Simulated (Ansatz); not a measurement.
Adsorption energy and surface dipole of F on the 1x1 (111) surface of fcc Ni, ferromagnetic, one in a 2x1 cell, started at the site 'bridge Ni-Ni (span 2.5 Å)', worked from the runs' numbers; total energies count from the potentials' own zero.

The numbers are results of PBE (plane waves to 420 eV, PAW; Ansatz, an electronic-structure program), not measurements.

Model: 9-atom slab, 6.0 Å thick at the start under the adsorbate (thin: gaps and levels are the slab's own), 7x14x1 mesh, Fermi-Dirac 0.1 eV, dipole correction, 4 atoms held, the rest relaxed; start symmetry kept, larger cells not searched; spin-polarised, no spin-orbit, no U, no dispersion correction. At the end it is bonded to 3 Ni. In PBE it is, or lies within 0.03 eV of, the lowest of the starts that converged.

```csv
quantity,value
slab with the adsorbate,-47523.366 eV
"clean slab, same cell and mesh",-46715.169 eV
"reference, ½ F2(g)",-805.593 eV
area of the cell,10.73 Å²
change of the step from the bottom to the top vacuum level,1.412 eV
```

What is the adsorption energy against this reference?

E(slab + adsorbate) − E(slab) − E(reference) = -2.60 eV, so in this state the adsorbate is more stable than in the reference, at a coverage of 9.32 a nm².

What dipole does adsorption add to the slab along the outward normal (Helmholtz relation, ε₀ = 0.005526 e/(V·Å))?

p = −ε₀·A·ΔV = -0.084 e·Å = -0.40 D; its negative end points to the vacuum, which raises the vacuum level.
